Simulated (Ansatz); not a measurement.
What uniaxial strain ε_zz = −2.50 % does to Si

The parent structure is Si in the diamond structure (space group Fd-3m, No. 227; a = 5.4021 Å). Axes: x, y, z lie along the cube axes.

Modification: the cell is compressed by 2.50 % along z with no lateral relaxation, atoms relaxed at fixed cell.

Method: LDA, PAW, 420 eV (Ansatz, a program for electronic structure; no spin-orbit coupling). Γ-centred 11×11×11 mesh, Fermi–Dirac width 0.05 eV.

```tsv
quantity	base	changed	shift
volume per atom	19.71 Å³	19.21 Å³	-0.493 Å³
space group	Fd-3m (No. 227)	I4_1/amd (No. 141)	–
energy relative to the base (free energy F)	0 meV/atom	+6.2 meV/atom	+6.2 meV/atom
pressure (mean of the normal stresses, compression positive)	-0.01 GPa	2.54 GPa	+2.55 GPa
band gap	0.45 eV	0.13 eV	-0.312 eV
gap character	–	indirect, Γ → Γ–M (88 % along)	–
smallest direct gap	2.53 eV	2.37 eV	-0.16 eV
electron mass	0.93 mₑ along k, 0.19 mₑ across (off the special points)	0.91 mₑ along k, 0.19 mₑ across (off the special points)	–
hole mass	–	0.18 mₑ along z, 0.24 mₑ across (at Γ)	–
valence-band top at Γ (three highest levels, from the VBM)	0.00, 0.00, 0.00 eV	0.00, -0.18, -0.18 eV	–
stress (xx, yy, zz, yz, xz, xy; compression positive)	–	(1.78, 1.78, 4.08, 0.00, 0.00, 0.00) GPa	–
```

Final structure:

```
CELL_PARAMETERS angstrom
      0.00000     2.70105     2.63352
      2.70105     0.00000     2.63352
      2.70105     2.70105     0.00000
ATOMIC_POSITIONS crystal
  Si 0.00000 0.00000 0.00000
  Si 0.25000 0.25000 0.25000
```

Masses are band curvatures over ±0.01 Å⁻¹ around the edge. Along k means along the line from Γ to the band edge. No phonon test of stability was made. A zero or small gap of Si under uniaxial strain ε_zz = −2.50 % can be the functional's error rather than a property of the material. Labels are those of the standard path for the cell's own space group.
